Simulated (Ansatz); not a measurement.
**Ga₂S₃ (model structure, started from the beta Ga2O3 type, C2/m, No. 12, 10 atoms in the cell)**

The numbers are results of r²SCAN in Ansatz (plane waves, PAW), not measurements.

Numerical settings: plane-wave cutoff 560 eV, 10×10×6 k mesh (along the axes of the cell as run), Fermi–Dirac smearing 0.01 eV, scalar-relativistic PAW data made under PBE.

Cell (relaxed at this level):

Space group C2/m (No. 12); a = 15.676 Å, b = 3.637 Å, c = 7.005 Å, α = γ = 90.00°, β = 102.60°

```
atom  site  symmetry       x       y       z
----  ----  --------  ------  ------  ------
Ga      4i         m  0.0869  0.0000  0.8006
Ga      4i         m  0.1598  0.5000  0.3151
S       4i         m  0.1771  0.0000  0.1036
S       4i         m  0.1719  0.0000  0.5646
S       4i         m  0.4992  0.0000  0.2522
```
(The calculation used a cell of 10 atoms; values per cell refer to that cell.)

```json
{
  "band_gap": "1.01 eV (indirect)",
  "smallest_direct_gap_on_the_k_points_sampled": "1.05 eV"
}
```

Note: the relaxation could raise the start's symmetry but not lower it, so the cell can be a saddle point.

Spin–orbit coupling is not included.

Computed values are for the static lattice.

A model structure was made by putting elements into a prototype or built by hand; it is no filed structure, need not be a known phase, and can be a saddle point held by its symmetry.

Ansatz is a program for electronic structure.
